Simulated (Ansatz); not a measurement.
For TaC (model structure, started from the TiAs type, P6₃/mmc, No. 194, 8 atoms in the cell), PBE in Ansatz (PAW) gives:

- lattice parameter a: 3.142 Å
- c axis length: 10.722 Å

Problem. What does PBE-D3(BJ) (plane waves, PAW; Ansatz, an electronic-structure program) give for the same quantities?

Solution. 
- lattice constant a: 3.119 Å (drops by 0.7 %)
- lattice parameter c: 10.660 Å (falls by 0.6 %)

Changes are worked out from the printed values.

Unless a cell is named, each level is at its own relaxed cell (PBE 11.46, PBE-D3(BJ) 11.23 Å³/atom).

Levels without +SOC leave out spin–orbit coupling, which shifts energies and cells of such heavy elements.

Ansatz's density-functional and Hartree–Fock values are scalar-relativistic unless marked +SOC, with PAW data made under PBE.

A model structure was made by putting elements into a prototype or built by hand; it is no filed structure, need not be a known phase, and can be a saddle point held by its symmetry.
